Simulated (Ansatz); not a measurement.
Subject: the surface energy of the Ti2Pt16O3 stack, the mean of its two faces, with the listed reservoirs for the atoms in excess. Reaction: 2 Ti (hcp) + 16 Pt (fcc) + 3/2 O2 (gas) → cell A.

Cell A: a stack of composition Ti2Pt16O3 built on Pt (fcc, Fm-3m) (111), with 16 atoms on that crystal's sites, 21 atoms, hexagonal cell of 5.62 Å (27.3 Å²), symmetry P3m1 within 0.02 Å, 10.1 Å thick under 16 Å of vacuum, in-plane vectors held at the crystal's, which may strain the added film; planes from bottom to top: Pt4 × 4 | Ti2 | O3, its two faces unlike (dipole correction applied); spin state with PBE: run without spin, k-point mesh 10×10×1.
```yaml
crystal:
  lattice:
    - [5.61701, 0.00000, 0.00000]
    - [2.80850, 4.86447, 0.00000]
    - [0.00000, 0.00000, 25.64460]
  atoms:
    - { symbol: Pt, position: [0.99880, 0.00060, 0.30777] }
    - { symbol: Pt, position: [0.50060, 0.00060, 0.30777] }
    - { symbol: Pt, position: [0.00000, 0.50000, 0.30750] }
    - { symbol: Pt, position: [0.50060, 0.49880, 0.30777] }
    - { symbol: Pt, position: [0.16661, 0.16678, 0.39717] }
    - { symbol: Pt, position: [0.66667, 0.16667, 0.39840] }
    - { symbol: Pt, position: [0.16661, 0.66661, 0.39717] }
    - { symbol: Pt, position: [0.66678, 0.66661, 0.39717] }
    - { symbol: Pt, position: [0.83322, 0.33322, 0.48679] }
    - { symbol: Pt, position: [0.33355, 0.33322, 0.48679] }
    - { symbol: Pt, position: [0.83322, 0.83355, 0.48679] }
    - { symbol: Pt, position: [0.33333, 0.83333, 0.48642] }
    - { symbol: Pt, position: [0.00004, 0.99998, 0.57880] }
    - { symbol: Pt, position: [0.49998, 0.99998, 0.57880] }
    - { symbol: Pt, position: [0.00000, 0.50000, 0.57604] }
    - { symbol: Pt, position: [0.49998, 0.50004, 0.57880] }
    - { symbol: Ti, position: [0.66667, 0.16667, 0.67150] }
    - { symbol: Ti, position: [0.33333, 0.83333, 0.67134] }
    - { symbol: O, position: [0.49993, 0.99993, 0.70129] }
    - { symbol: O, position: [0.49993, 0.50013, 0.70129] }
    - { symbol: O, position: [0.00013, 0.99993, 0.70129] }
```

Reference: Ti (hcp, P6₃/mmc), 2 atoms in the cell; spin state with PBE: run without spin, k-point mesh 24×24×14 on the run's own vectors. Conventional cell: a = b = 2.940 Å, c = 4.654 Å, α = β = 90.00°, γ = 120.00°.

Reference: Pt (fcc, Fm-3m), 4 atoms in the cell, the relaxed perfect crystal repeated, atoms not moved again, k-point mesh 10×10×20 on the run's own vectors.

Reference: an isolated O2 molecule (triplet) in a box of 11 × 11 × 13 Å.

All numbers come from Ansatz (a quantum-chemistry and plane-wave program), plane waves with PAW, its PAW set soft_1, cutoff 420 eV, 500 eV for r2SCAN. The structures are at rest with PBE, within the held lattices; other levels are single points on them. Neutral cells; Fermi-Dirac smearing of at most 0.10 eV in the solids, energies taken to zero width. The lattices are those relaxed with PBE or held as stated, so at other levels the solids can be strained, which adds to the spread. Larger cells are relaxed from a start prepared with the learned potential CHGNet till forces fall under 0.03 eV/Å, which some starts already meet. A dispersion term (D3(BJ), or D4 for r2SCAN) was computed beside these levels and is taken off wherever the name lacks it. Space groups of crystals are read within 0.01 Å. No zero-point or thermal terms. The structures are the rest points that the relaxations reached, not proven lowest. Spin-orbit coupling is left out. Values are for these cell sizes. Cell A has symmetry P3m1 within 0.02 Å and got no random move, so less symmetric positions, which may lie lower, weren't tried.

Question: What value does PBE give?

Answer: -3.19 J/m², for 2 Ti (hcp) + 16 Pt (fcc) + 3/2 O2 (gas) → cell A.

Question: List the value at the remaining levels and say how far they part.

Answer: 
```json
[
 {"Functional": "r2SCAN", "value (J/m²)": "-3.30", "less PBE": "-0.11"}
]
```

The levels shown span 0.11 J/m², from r2SCAN (-3.30) to PBE (-3.19).
